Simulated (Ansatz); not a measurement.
Results of LDA (Ansatz, a quantum-chemistry and plane-wave program, PAW) for Si (model structure, R-3m, No. 166, 6 atoms in the cell).

Run with plane-wave cutoff 520 eV, 10×10×10 k mesh, Fermi–Dirac smearing 0.01 eV, scalar-relativistic PAW data made under PBE.

Computed at the level's own relaxed cell.

```
CELL_PARAMETERS angstrom
      1.90372     1.09911     9.40534
     -1.90372     1.09911     9.40534
      0.00000    -2.19823     9.40534
ATOMIC_POSITIONS crystal
  Si 0.73593 0.73593 0.73593
  Si 0.81933 0.81933 0.81933
  Si 0.18067 0.18067 0.18067
  Si 0.26407 0.26407 0.26407
  Si 0.95863 0.95863 0.95863
  Si 0.04137 0.04137 0.04137
```

### Question
List the 16 lowest band energies at Γ above −25 eV (eV, relative to the valence band maximum), grouping those that round alike.

### Answer
At Γ: -12.26, -10.88, -10.87, -5.62, -5.60, -1.22 (×2), -1.14 (×2), -0.24, 0.00 (×2), 1.35, 1.59, 2.15 (×2).

Note: the relaxation could raise the start's symmetry but not lower it, so the cell can be a saddle point.

A model structure was made by putting elements into a prototype or built by hand; it is no filed structure, need not be a known phase, and can be a saddle point held by its symmetry.
